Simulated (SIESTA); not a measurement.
Worked example: self-consistent single point of VB₄Os (P1, 6 atoms in the cell) in SIESTA.

Computed with GGA PBEsol, numerical atomic orbitals TZP, PseudoDojo PBEsol standard norm-conserving potentials (rewritten from UPF to PSML) (SIESTA).

```
CELL_PARAMETERS angstrom
      2.87749     0.00000     0.00000
     -1.43874     2.49198     0.00000
      0.00000     0.00000     7.45371
ATOMIC_POSITIONS crystal
  V  0.01505 0.01835 0.00310
  B  0.01812 0.03317 0.70949
  B  0.02134 0.01063 0.28353
  B  0.28377 0.60610 0.79074
  B  0.30992 0.65202 0.20255
  Os 0.35179 0.67973 0.51057
```

Reference input (self-consistent single point, DFT, LDA PW92, numerical atomic orbitals TZP, PseudoDojo LDA standard norm-conserving potentials (rewritten from UPF to PSML)): XC.functional = LDA; XC.authors = PW92; potentials = PseudoDojo LDA standard; PAO.BasisSize = TZP; PAO.EnergyShift = 0.005 Ry; MeshCutoff = 350 Ry; kgrid.MonkhorstPack = 8 8 3; OccupationFunction = FD; ElectronicTemperature = 50 meV; MaxSCFIterations = 150; SCF.Mixer.Method = Pulay; SCF.Mixer.Weight = 0.25. This run's input differs from it in these lines:

```diff
@@ -1,2 +1,2 @@
-# files in the folder: V.psml B.psml Os.psml (PseudoDojo LDA standard)
+# files in the folder: V.psml B.psml Os.psml (PseudoDojo PBEsol standard)
 SystemName  VB4Os
@@ -27,4 +27,4 @@
 
-XC.functional                LDA
-XC.authors                   PW92
+XC.functional                GGA
+XC.authors                   PBEsol
 PAO.BasisSize                TZP
```

Output (repeated stretches shortened):

```
        iscf     Eharris(eV)        E_KS(eV)     FreeEng(eV)     dDmax    Ef(eV) dHmax(eV)
   scf:    1    -4889.346606    -5030.489858    -5030.508806  1.413015 -5.267371 40.942827
   scf:    2    -4425.578128    -4897.822816    -4897.846067  1.325135 -6.516050 69.495361
   scf:    3    -5038.333303    -5075.398543    -5075.417825  1.232918 -7.071256 10.621189
   scf:    4    -5076.051434    -5078.188903    -5078.208453  0.179642 -6.815925  3.414100
   scf:    5    -5077.938835    -5078.411127    -5078.432425  0.095451 -6.883787  1.650473
   [... 6 lines left out ...]
   scf:   12    -5078.520408    -5078.520406    -5078.541446  0.000094 -6.880564  0.000754
   scf:   13    -5078.520406    -5078.520406    -5078.541446  0.000026 -6.880682  0.000412
   scf:   14    -5078.520406    -5078.520406    -5078.541446  0.000023 -6.880770  0.000266
   scf:   15    -5078.520406    -5078.520406    -5078.541446  0.000007 -6.880789  0.000155
SCF Convergence by DM+H criterion
max |DM_out - DM_in|         :     0.0000072364
max |H_out - H_in|      (eV) :     0.0001553845
SCF cycle converged after 15 iterations

Using DM_out to compute the final energy and forces

siesta: E_KS(eV) =            -5078.5204

siesta: E_KS - E_eggbox =     -5078.5204

siesta: Atomic forces (eV/Ang):
     1   -0.133793   -0.696605   -0.449413
     2    0.156915   -3.893789   -1.238574
     3   -0.655495   -0.447610    1.504737
     4    0.203235    4.329780    2.709575
     5    0.873094    0.918804   -0.158251
     6   -0.446493   -0.209513   -2.366400
   Tot   -0.002537    0.001067    0.001674
   Max    4.329780
   Res    1.730838    sqrt( Sum f_i^2 / 3N )
   Max    4.329780    constrained

   [... lines left out ...]
siesta: FreeEng =     -5078.541446
   [... lines left out ...]
siesta:     0.060650    0.020948    0.002421
siesta:     0.020948   -0.066347   -0.028613
siesta:     0.002421   -0.028613   -0.001100

siesta: Cell volume =         53.447906 Ang**3

siesta: Pressure (static):
siesta:                Solid            Molecule  Units
siesta:           0.00002467         -0.00069210  Ry/Bohr**3
siesta:           0.00226554         -0.06354543  eV/Ang**3
siesta:           3.62979752       -101.81101059  kBar
```

The run converged in 15 iterations. Against the reference run the pressure goes from -5.73 to 0.36 GPa and the largest force goes from 4.848 to 5.112 eV/Å.

The starting cell comes from a database of computed structures (which also holds hypothetical and non-ambient phases and stackings), without a prior relaxation at this level. Its atoms were displaced at random from the sites of space group no. 187. Spin polarisation is off. Values carry the incompleteness of an atom-centred basis. Forces in this geometry exceed 1 eV/Å.

Cost on one core of a shared machine: roughly 4 min.
